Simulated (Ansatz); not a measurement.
Data:

```
CdS
1.0
    4.19638     0.00000     0.00000
   -2.09819     3.63417     0.00000
    0.00000     0.00000     6.82892
Cd S
2 2
Direct
  0.66667   0.33333   0.00086
  0.33333   0.66667   0.50086
  0.66667   0.33333   0.62434
  0.33333   0.66667   0.12434
```

No spin polarisation.

The values are results of PBE (Ansatz, a program for electronic structure; PAW; 420 eV plane waves; without spin-orbit coupling), not measurements. Settings: 9×9×5 k-points, 0.05 eV Fermi–Dirac smearing.

**Question.** Predict the band gap, gap character and space group.

**Answer.** 
```json
{
  "band_gap": "1.11 eV",
  "gap_character": "direct at Γ",
  "space_group": "P6_3mc (No. 186)"
}
```

Stability against distortions was not tested. The cell was made from ZnS by this change: Zn → Cd.
